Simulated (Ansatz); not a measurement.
We consider L1₂ (Cu3Au-type) Pt3Ti, described by r²SCAN+rVV10 (Ansatz, a program for electronic structure, PAW).

Run with plane-wave cutoff 500 eV, 14×14×14 k mesh, Fermi–Dirac smearing 0.1 eV, no spin polarisation, scalar-relativistic PAW data made under PBE.

Computed at the level's own relaxed cell.

Q: Estimate the volume per atom and lattice constant a that the calculation returns.

A: 
volume per atom: 14.92 Å³/atom
lattice constant a: 3.908 Å

Measured, for comparison: equilibrium volume per atom 15.01 Å³/atom, lattice constant a 3.916 Å (temperature not stated, not corrected to a static lattice; as tabulated in Molecular Dynamics Simulations of PtTi High-Temperature Shape Memory Alloys …). Computed (rounded) less measured: equilibrium volume per atom -0.6 %, lattice constant a -0.2 %. A static lattice is as a rule a little smaller and stiffer than an uncorrected measurement, which narrows the difference in the equilibrium volume per atom and would widen misses of the other sign.

Spin–orbit coupling is not included.

Computed values are for the static lattice.

Cost on a shared machine: around 80 core-seconds (rough).
